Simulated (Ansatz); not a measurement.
ZnSnSb2 (I-42d, No. 122, 8 atoms in the cell; start mp-4756), treated with r²SCAN (plane waves, PAW; Ansatz, a first-principles code).

Settings: plane-wave cutoff 560 eV, 12×12×12 k mesh, Fermi–Dirac smearing 0.05 eV, scalar-relativistic PAW data made under PBE.

Cell (relaxed at this level):

Space group I-42d (No. 122); a = 6.3134 Å, b = 6.3134 Å, c = 12.6740 Å, α = 90.00°, β = 90.00°, γ = 90.00°

| atom | site | symmetry | x | y | z |
|---|---|---|---|---|---|
| Zn | 4a | -4.. | 0.0000 | 0.0000 | 0.0000 |
| Sn | 4b | -4.. | 0.0000 | 0.0000 | 0.5000 |
| Sb | 8d | .2. | 0.2500 | 0.2760 | 0.3750 |
(The calculation used a cell of 8 atoms; values per cell refer to that cell.)

Question: Estimate the band gap that the calculation returns.

Answer: 
- band gap: 0.17 eV

Spin–orbit coupling is not included; it can close the smallest gap of 0.17 eV.

Computed values are for the static lattice.

It cost around 21 core-minutes (rough) of CPU time.

A start named mp-… is a Materials Project structure, which need not be a measured phase.
